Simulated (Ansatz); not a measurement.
**Response to strain in Mg**

Take Mg in the hcp (Mg type) structure (space group P6_3/mmc, No. 194; a = 3.195 Å, c = 5.197 Å; relaxed with 0.1 eV smearing) as the base.

Strains are applied to the cell and any free atomic positions relax.

Level of theory: Kohn–Sham DFT with the PBE functional, run in Ansatz (a first-principles code) with PAW and 420 eV plane waves, without spin-orbit coupling.

Notes on the quantities. pressure: mean of the normal stresses, compression positive.

```
isotropic strain (%)  pressure (GPa)
--------------------  --------------
-3                               3.9
-2.5                             3.2
-1.5                               ?
-1                               1.2
0                                0.0
0.5                             -0.5
1                               -1.0
1.5                             -1.5
3                               -2.7
```

Fit P = P₀ − Bδ + Cδ² with δ = (1 + ε)³ − 1 to the rows shown and predict the withheld row.

Least squares on the printed values gives P₀ = 0.0 GPa, B = 37.1 GPa (at held cell shape), C = 83.5 GPa (largest residual 0.0 GPa); this predicts 1.8 GPa, and the run gives 1.8 GPa, in agreement.

Whether these cells are dynamically stable was not tested.
